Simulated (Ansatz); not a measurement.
End structure of NH3 on the (0001) surface of wurtzite GaN (2x2 with 3 H on 4 top atoms; a constructed slab, bottom: 3 H on 4 bottom sites), one in a cell of 36 Å², started at the site 'top H #2':

Host crystal: wurtzite GaN, with a band gap (PBE, scalar-relativistic without spin-orbit coupling).

```xyz
50
Lattice="6.4370 0.0000 0.0000 -3.2185 5.5746 0.0000 0.0000 0.0000 33.0000" Properties=species:S:1:pos:R:3 pbc="T T T"
N      1.6121     0.9274    10.7319
N      4.8248     0.9274    10.7315
N      0.0000     3.7197    10.7315
N      3.2184     3.7164    10.6574
Ga    -0.0001     1.8583    11.3569
Ga     3.2186     1.9411    11.3198
Ga    -1.6810     4.6039    11.3198
Ga     1.6809     4.6041    11.3201
N      0.0000     1.8582    13.3003
N      3.2185     1.8582    13.3003
N     -1.6092     4.6455    13.3003
N      1.6092     4.6455    13.3003
Ga     1.6092     0.9291    13.9466
Ga     4.8277     0.9291    13.9466
Ga     0.0000     3.7164    13.9466
Ga     3.2185     3.7164    13.9466
N      1.6071     0.9303    15.9103
N      4.8298     0.9281    15.9158
N      0.0018     3.7151    15.9158
N      3.2166     3.7175    15.9177
Ga     0.0011     1.8579    16.5724
Ga     3.2176     1.8579    16.5668
Ga    -1.6099     4.6463    16.5669
Ga     1.6095     4.6453    16.5744
N      0.0021     1.8593    18.5367
N      3.2173     1.8559    18.5333
N     -1.6111     4.6480    18.5332
N      1.6083     4.6464    18.5486
Ga     1.6093     0.9293    19.2055
Ga     4.8290     0.9411    19.1889
Ga    -0.0116     3.7138    19.1891
Ga     3.2266     3.7094    19.1877
N      1.6088     0.9298    21.1590
N      4.8327     0.9424    21.1620
N     -0.0141     3.7164    21.1616
N      3.2250     3.7065    21.1604
Ga     0.0120     1.8578    21.8651
Ga     3.2103     1.8491    21.8653
Ga    -1.6154     4.6578    21.8650
Ga     1.6085     4.6466    21.6628
H      1.5967     0.9364     9.7060
H      4.8403     0.9363     9.7056
H      0.0000     3.7019     9.7056
H      0.0219     1.8900    23.4610
H      3.2316     1.8288    23.4609
H     -1.6480     4.6491    23.4608
N      1.6094     4.6432    23.7532
H      2.5739     4.5981    24.0997
H      1.1649     5.4994    24.1020
H      1.0907     3.8281    24.0984
```

Set-up: 50 atoms, 13.8 Å thick at the start with caps and adatoms under the adsorbate (thin: gaps and levels are the slab's own); mesh 4x4x1; 0.01 eV smearing; dipole correction on; single point; no symmetry held, on the structure that PBE left; no spin, no spin-orbit, no U, no dispersion correction. At the end it is bonded to Ga. In PBE it is, or lies within 0.03 eV of, the lowest of the starts that converged; the order may differ at this level.

A negative adsorption energy means that the adsorbate is more stable on the surface than in its reference.

**Question.** What is the computed highest filled level below the top vacuum level (Ansatz (an electronic-structure program) with r2SCAN, at the PBE geometry)?

**Answer.** 4.91 eV

**Question.** Estimate the gap of the slab on its k-mesh that r2SCAN, at the PBE geometry returns for this input.

**Answer.** 2.43 eV

**Question.** What adsorption energy against NH3(g) at the same level does r2SCAN, at the PBE geometry give?

**Answer.** -1.70 eV

**Question.** Estimate the change of the step from the bottom to the top vacuum level, against the clean slab that r2SCAN, at the PBE geometry returns for this input.

**Answer.** -2.21 eV
